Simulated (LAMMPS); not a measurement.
LAMMPS 22 Jul 2025, classical MD, Tersoff (GaN.tersoff): GaN, 2744 atoms.

| Item | Result |
|---|---|
| task | MD, nve |
| potential | Tersoff, GaN.tersoff |
| copies of the repeat unit | 7×7×7 |
| shape (slab and sphere leave vacuum in the box) | bulk |
| neighbor skin | 2 Å |
| neigh_modify | every 1 delay 0 check yes |
| newton | on (default) |
| atom_modify sort (bins of 2 Å where set) | 1000 (default) |
| comm_style | brick (default) |
| box | 22.3 × 38.7 × 36.3 Å |
| start | generated wurtzite lattice, warmed in an untimed run |

All runs start from one configuration, warmed at this fixed volume for 1000 steps under a thermostat at 1200 K. The run at the shortest step has a mean temperature of 1200 K and a mean pressure of 0.6 GPa.

Each run covers about 2.0 ps at constant energy (mean temperature 1200 K at the shortest step); σ is the standard deviation over the printed steps. Each setting ran once; only counts and results are compared.

Steps tried: 0.5 fs, 1 fs, 2 fs, 2.5 fs, 4 fs, 5 fs, 8 fs, 10 fs, 16 fs, 20 fs, 32 fs.

Problem. Choose the longest time step that keeps σ(total energy)/σ(kinetic energy) under 10 %.

Solution. 2 fs. The run fails or blows up at 5 fs, 8 fs, 10 fs, 16 fs, 20 fs, 32 fs.

```
time step  σ(E total)/σ(E kinetic)  last minus first total energy (meV/atom)  mean temperature (K)
---------  -----------------------  ----------------------------------------  --------------------
0.5 fs                      0.0022                                   +0.0037                  1200
1 fs                        0.0100                                    −0.024                  1200
2 fs                         0.060                                     +0.29                  1200
2.5 fs                        0.32                                      +1.8                  1200
4 fs                           1.7                                       +19                  1210
5 fs             stops: Lost atoms                                         —                     —
8 fs             stops: Lost atoms                                         —                     —
10 fs            stops: Lost atoms                                         —                     —
16 fs            stops: Lost atoms                                         —                     —
20 fs            stops: Lost atoms                                         —                     —
32 fs            stops: Lost atoms                                         —                     —
```

The bar is a choice.
